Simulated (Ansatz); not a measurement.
Input:

```xyz
2
Lattice="0.0000 2.1320 2.1320 2.1320 0.0000 2.1320 2.1320 2.1320 0.0000" Properties=species:S:1:pos:R:3 pbc="T T T"
Si     0.0000     0.0000     0.0000
C      1.0660     1.0660     1.0660
```

No spin polarisation.

Computed with LDA, PAW, 420 eV (Ansatz, a program for electronic structure; no spin-orbit coupling). Γ-centred 13×13×13 mesh, Fermi–Dirac width 0.05 eV.

**Question.** What space group does the calculation give?

**Answer.** F-43m (No. 216).

**Question.** Predict the pressure.

**Answer.** 11.36 GPa.

The cells carry an imposed strain or load. Whether these cells are dynamically stable was not tested. The cell was made from SiC in the zinc blende structure (space group F-43m, No. 216) by this change: isotropic strain −1.50 %.
